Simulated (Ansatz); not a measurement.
The reference is VBiO$_{4}$ (space group I4_1/a, No. 88; a = 5.121 Å, c = 11.623 Å). Axes: x, y, z lie along a, b, c of the conventional cell.

All numbers come from r2SCAN (Ansatz, a program for electronic structure; PAW; 500 eV plane waves; no SOC), earlier PAW set.

For the base:

```
Quantity                         Result
-----------------------------  --------
Pressure                       0.00 GPa
Shortest interatomic distance   1.723 Å
```

Now apply this change: tensor shear ε_xy = −2.96 % (engineering shear γ = -0.0592); the atoms relax in the strained cell.

Question: How does this affect the pressure and shortest interatomic distance?

Answer: The pressure (mean of the normal stresses, compression positive) goes from zero to 0.37 GPa; the shortest interatomic distance falls by 0.008 Å, from 1.723 Å to 1.715 Å.

No phonon test of stability was made. Starting moments died away, wholly or in part, for the base; another magnetic solution may exist. The final runs are not spin-polarised.
